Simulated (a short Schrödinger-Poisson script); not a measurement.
Symmetric double-gate stack, Al2O3 on p-type Si(111)

Structure: symmetric double-gate stack, Al2O3 on p-type Si(111), at 300 K.

```tsv
layer	material	thickness (nm)	Na (cm⁻³)
1	Al2O3	2.7	-
2	Si	8	5e15
3	Al2O3	2.7	-
```

The device is made up for the run: typed textbook-type constants, with dimensions and the other settings drawn at random. Al2O3: permittivity 9, conduction-band edge (eV) 2.7, gap (eV) 6.8, electron mass (mₑ) 0.3. Si: permittivity 11.7, conduction-band edge (eV) 0, gap (eV) 1.124, Nv at 300 K (cm⁻³) 3.1e19.

Channel valleys (confinement mass, in-plane density-of-states mass, number): Δ6 0.258, 0.358, 6. At the gates, both at one voltage, the conduction-band edge of layer 1 lies 3.2 eV − eVg above the Fermi level of the channel. Gaps are held at their typed values at every temperature. Mesh 0.03 nm at interfaces.

From a short Schrödinger-Poisson script (our own, NumPy): 1D Poisson equation in equilibrium, electrons quantum, Hartree (BenDaniel-Duke, 12 states a valley, the channel's in-plane mass for all, wave functions ending at the dielectric), parabolic valleys, classical holes, full ionisation, no traps, pinning or gate leakage.

```tsv
Vg (V)	electrons (cm⁻²)	C (μF/cm²)	Δ6 E0 (meV)	Δ6 E1 (meV)
0.2	9.34e7	< 0.003	322.9	391.2
0.3	4.44e9	0.0278	223.1	291.4
0.4	1.61e11	0.789	130.2	197.9
0.5	1.22e12	2.45	77.6	141.4
0.6	2.97e12	3.07	54.4	112.4
0.7	4.99e12	3.37	40.8	92.9
0.8	7.16e12	3.57	31.3	78.1
0.9	9.43e12	3.72	24.2	66.1
1	1.18e13	3.84	18.4	56.2
1.1	1.42e13	3.94	13.6	47.7
1.2	1.67e13	4.02	9.5	40.3
```

Subbands count from the Fermi level. The capacitance is that of both gates.
